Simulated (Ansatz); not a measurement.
RbCl, response to strain

Consider RbCl in the CsCl type structure (space group Pm-3m, No. 221; a = 3.887 Å; a model cell). Axes: x, y, z lie along the cube axes.

Strains are applied to the cell and any free atomic positions relax; under biaxial strain the out-of-plane vector relaxes too; under stress the whole cell relaxes.

Calculations: Ansatz (a program for electronic structure) PBEsol, no spin-orbit coupling.

Notes on the quantities. energy relative to the base: free energy F; pressure: mean of the normal stresses, compression positive.

| change | energy relative to the base | pressure | band gap | smallest direct gap | volume per atom |
|---|---|---|---|---|---|
| base | 0 meV/atom | 0.00 GPa | 4.94 eV | 5.03 eV | 29.36 Å³ |
| biaxial strain −2.19 %, plane normal [001], relaxed out of plane | +4.5 meV/atom | 0.78 GPa | 5.04 eV | 5.12 eV | 28.34 Å³ |
| biaxial strain −0.13 %, plane normal [001], relaxed out of plane | 0.0 meV/atom | 0.04 GPa | 4.95 eV | 5.03 eV | 29.30 Å³ |
| biaxial strain +1.70 %, plane normal [001], relaxed out of plane | +2.5 meV/atom | -0.53 GPa | 4.75 eV | 4.83 eV | 30.21 Å³ |
| isotropic strain +1.05 % | +1.7 meV/atom | -0.58 GPa | 4.80 eV | 4.89 eV | 30.30 Å³ |
| isotropic strain +2.00 % | +6.1 meV/atom | -1.02 GPa | 4.68 eV | 4.78 eV | 31.16 Å³ |
| uniaxial strain ε_zz = −5.77 % | +15 meV/atom | 1.39 GPa | 4.98 eV | 5.05 eV | 27.67 Å³ |
| uniaxial strain ε_zz = +0.27 % | 0.0 meV/atom | -0.05 GPa | 4.92 eV | 5.01 eV | 29.44 Å³ |
| tensor shear ε_xz = −1.49 % | +0.7 meV/atom | 0.03 GPa | 4.94 eV | 5.03 eV | 29.35 Å³ |
| uniaxial stress, 8 GPa compression along x | +91 meV/atom | – | 4.41 eV | 4.46 eV | 26.60 Å³ |

Stability under load was not tested beyond the relaxation. This is not the structure that RbCl has at room temperature and ambient pressure.
